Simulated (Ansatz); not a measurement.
Consider GeS₂ in the 2H-MoS2 type structure (space group P6_3/mmc, No. 194; a = 3.3820 Å, c = 10.3904 Å; a hypothetical phase, not in the database extracts checked; layered, stacked along the Cartesian z axis).

Level of theory: PBEsol-D3(BJ) (Ansatz, an electronic-structure program, PAW, no spin-orbit coupling).

Free-standing slabs (3 atom(s) a layer) normal to the stacking axis with 15 Å of vacuum; in-plane cell relaxed.

One change was made to it. Results:

The excess energy per area of both faces (slab less bulk energy over the cell's area: twice a surface energy) comes out as 0.7 J/m² (uncertain by up to 0.10 J/m²); the shortest interatomic distance drops by 0.1014 bohr, from 4.682 bohr to 4.580 bohr; the in-plane lattice parameter a drops by 0.033 bohr to 6.358 bohr; the band gap is still zero.

Q: Which of these changes matches the shifts?
(A) 2 layers
(B) 1 layer
(C) 3 layers

A: A, 2 layers. For comparison, the shortest interatomic distance in the other runs: 1 layer gives 4.618 bohr; 3 layers gives 4.605 bohr.

Slab and bulk use different k-meshes, which limits the precision of the excess energy. Stability against distortions was not tested. The final runs are not spin-polarised.
